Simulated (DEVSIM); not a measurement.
Device: abrupt Si n-p junction, at 300 K.

Layer 1 from the left is Si, thickness (μm) 7.10, Nd (cm⁻³) 3.1e18, τn (s) 4.6e-5, τp (s) 4.6e-5. Layer 2 from the left is Si, thickness (μm) 2.20, Na (cm⁻³) 4.2e15, τn (s) 4.6e-5, τp (s) 4.6e-5.

Left contact: ohmic. Right contact: ohmic. Voltage is applied to the left contact. Recombination: SRH at mid-gap. Mobility is μmin + (μ − μmin)/(1 + (N/Nref)^α).

This is a model device: material constants are rounded textbook-type values typed into the input, and sizes, dopings and lifetimes were drawn at random. Values at 300 K.

Si: gap (eV) 1.124, affinity (eV) 4.05, permittivity 11.7, Nc (cm⁻³) 2.86e19, Nv (cm⁻³) 3.1e19, μn (cm²/Vs) 1417, μp (cm²/Vs) 470, μn,min 52, μp,min 45, Nref,n 9.7e16, Nref,p 2.2e17, αn 0.68, αp 0.72.

Question: Estimate by hand the built-in potential, the peak field at zero bias, the capacitance at 0.6 V, and compare with a numerical solution.

Answer: 
- Built-in potential: ni = √(Nc Nv) exp(−Eg/2kT) = 1.08e10 cm⁻³ with Eg = 1.124 eV; Vbi = kT/q ln(Na Nd/ni²) = 0.836 V; numerical 0.836 V.
- Peak field at zero bias: depletion approximation: W = √(2εVbi/(qN)) = 0.508 μm with N = 4.19e15 cm⁻³; field = 2Vbi/W = 32900 V/cm; numerical 99600 V/cm (estimate below by 67 %).
- Capacitance at 0.6 V: C = √(qεN / 2(Vbi + |V|)) = 15.6 nF/cm²; numerical 16.2 nF/cm² (estimate below by 4.1 %).

Model (solved in DEVSIM): 1D drift-diffusion, Boltzmann statistics, complete ionisation; no tunnelling, impact ionisation, image-force lowering or self-heating.
